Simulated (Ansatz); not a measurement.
This Ansatz (a program for electronic structure) input is the reference run, BeTe in the zinc blende structure (space group F-43m, No. 216), computed with PBEsol/PAW in Ansatz, no spin-orbit coupling, earlier PAW set:

Ansatz 0.2 input:
```yaml
crystal:
  lattice:
    - [0, 2.8022837792, 2.8022837792]
    - [2.8022837792, 0, 2.8022837792]
    - [2.8022837792, 2.8022837792, 0]
  atoms:
    - { symbol: Te, position: [0.75, 0.75, 0.75] }
    - { symbol: Be, position: [0, 0, 0] }
basis: { ecutwfc: 420, ecutrho_ratio: 4, xc_grid: 2, fft_grid_basis: typed }
kpoints: { mp_grid: { grid: [10, 10, 10] } }
hamiltonian:
  xc: pbesol
  dispersion: none
  pseudopotentials: { azcp: { folder: ./paw }, kind: paw }
scf: { occupations: { method: fermi_dirac, width: 0.05 }, convergence: { dr2_threshold: 0.0000000002 } }
output: { forces: true, stress: true }
```

Task: Write the input for this change: uniaxial stress, 2 GPa tension along z, with the cell and atoms free to relax against it.

Result: 
Ansatz 0.2 input:
```yaml
crystal:
  lattice:
    - [0, 2.8022837792, 2.8022837792]
    - [2.8022837792, 0, 2.8022837792]
    - [2.8022837792, 2.8022837792, 0]
  atoms:
    - { symbol: Te, position: [0.75, 0.75, 0.75] }
    - { symbol: Be, position: [0, 0, 0] }
basis: { ecutwfc: 420, ecutrho_ratio: 4, xc_grid: 2, fft_grid_basis: typed }
kpoints: { mp_grid: { grid: [10, 10, 10] } }
hamiltonian:
  xc: pbesol
  dispersion: none
  pseudopotentials: { azcp: { folder: ./paw }, kind: paw }
scf: { occupations: { method: fermi_dirac, width: 0.05 } }
relax: { f_tol: 0.005, max_steps: 50, cell: { stress_tol: 0.01, sigma_target: [0, 0, -2, 0, 0, 0] } }
output: { forces: true, stress: true }
checkpoint: { write: state.ck, write_every: 1000 }
```
This is the input that was run.

Load acts through the strain it causes; cell and atoms are relaxed under it. sigma_target is in GPa, compression positive, in the order xx, yy, zz, yz, xz, xy. Stability under load was not tested beyond the relaxation.
